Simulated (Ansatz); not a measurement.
Worked calculations on one periodic cell of amorphous Si24O53Nb2: Si24O53Nb2, 79 atoms, volume 1182.6 Å³, made by a melt-quench on the CHGNet potential and relaxed with DFT. O atoms were pushed apart under 1.9 Å during the dynamics, to hinder bonds among them. It is a model cell: composition and starting density were chosen by hand, and all elements were melted together. Cycles of charging were run to anneal it. Calculation: PBE, scalar-relativistic without spin-orbit coupling (plane waves to 420 eV, PAW; Ansatz, a program for electronic structure). Sampling: a 2×2×2 Γ-centred mesh; Fermi-Dirac width 0.02 eV; no spin polarisation. Its volume was held where the quench left it, its shape was free, and it stands at a mean pressure of 1.6 GPa with stress components up to 1.6 GPa; the relaxation ran on the zone centre alone. Its density went from a set 2.40 to 2.40 g/cm³. The cell is small and was quenched far faster than a real film, so it is one sample of the glass.

Q: Count formal charges (Si +4, O -2, Nb +5). What does the count lead one to expect at the Fermi level, and what does the calculation give?

A: 24 × (+4) + 53 × (-2) + 2 × (+5) = 0. The charges balance, so the anion-derived valence states can be full and a gap can open. On this mesh the highest filled and lowest empty level lie 2.94 eV apart; localised defect or tail levels set that (at the zone centre the more localised edge state sits most on one Nb atom with neighbours O 1.87 Å, O 1.91 Å, O 1.94 Å, O 1.99 Å, O 1.99 Å), and the nearest spread-out levels lie 5.2 eV apart.

Four energies for an added electron at PBE on the zone centre alone (charged cells in a uniform background, spin-polarised): neutral at the neutral geometry -54514.747 eV; charged at the neutral geometry -54508.756 eV; charged and relaxed -54509.290 eV; neutral at the charged geometry -54514.086 eV.

Q: Find the two relaxation energies and their sum, the reorganisation energy.

A: On charging: -54508.756 − (-54509.290) = 0.534 eV. On discharging: -54514.086 − (-54514.747) = 0.661 eV. The sum is 1.195 eV. The carrier's level spreads over 2 of the 79 atoms' worth, so it counts as localised, most on one Nb atom with neighbours O 1.87 Å, O 1.91 Å, O 1.94 Å, O 1.99 Å, O 1.99 Å (neutral geometry). The values are uncorrected: the image energy of a point charge in this cell, 2.84 × 14.40 / (2 × 10.6) = 1.9 eV before screening, is screened by electrons alone at the fixed geometry and by ions too after relaxing, and the carrier can be spread before it relaxes, so each term can be off by up to that value times 1/ε∞, some tenths of an eV. PBE's self-interaction favours spread-out carriers, so a hybrid can localise more.

Four energies for a hole at PBE on the zone centre alone (charged cells in a uniform background, spin-polarised): neutral at the neutral geometry -54514.747 eV; charged at the neutral geometry -54516.437 eV; charged and relaxed -54516.792 eV; neutral at the charged geometry -54513.892 eV.

Q: Find the two relaxation energies and their sum, the reorganisation energy.

A: On charging: -54516.437 − (-54516.792) = 0.355 eV. On discharging: -54513.892 − (-54514.747) = 0.855 eV. The sum is 1.210 eV. The carrier's level spreads over 3 of the 79 atoms' worth, so it counts as localised, most on one O atom with neighbours Si 1.58 Å, Nb 2.20 Å (neutral geometry). The values are uncorrected: the image energy of a point charge in this cell, 2.84 × 14.40 / (2 × 10.6) = 1.9 eV before screening, is screened by electrons alone at the fixed geometry and by ions too after relaxing, and the carrier can be spread before it relaxes, so each term can be off by up to that value times 1/ε∞, some tenths of an eV. PBE's self-interaction favours spread-out carriers, so a hybrid can localise more.
